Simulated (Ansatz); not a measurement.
Density of states of ZnS (F-43m) above the conduction band minimum, PBE with spin-orbit coupling, rigid bands (Ansatz, a first-principles code); cell volume 38.4 Å³.

```
energy from edge (eV)  10⁻³ states/eV/cell
---------------------  -------------------
0.006                                 1.50
0.031                                 3.62
0.056                                 4.95
0.081                                 6.12
0.106                                 7.26
0.131                                 8.33
0.156                                 9.40
0.181                                 10.6
0.206                                 11.5
0.231                                 12.5
0.256                                 13.7
0.281                                 14.7
0.319                                 16.4
0.344                                 17.6
0.369                                 18.7
0.394                                 19.9
0.419                                 21.3
0.444                                 22.6
0.469                                 23.9
0.494                                 25.2
0.519                                 26.5
0.544                                 28.1
0.569                                 29.6
0.594                                 31.2
```

Question: What effective density of states at 300 K does this give (∫ g(E) exp(−E/k_BT) dE, both spins, divided by the cell's size)?

Answer: 2.0e18 cm⁻³, a density-of-states mass of 0.184 mₑ, valleys and band degeneracy included.

Geometry: cell and atoms relaxed with PBEsol.
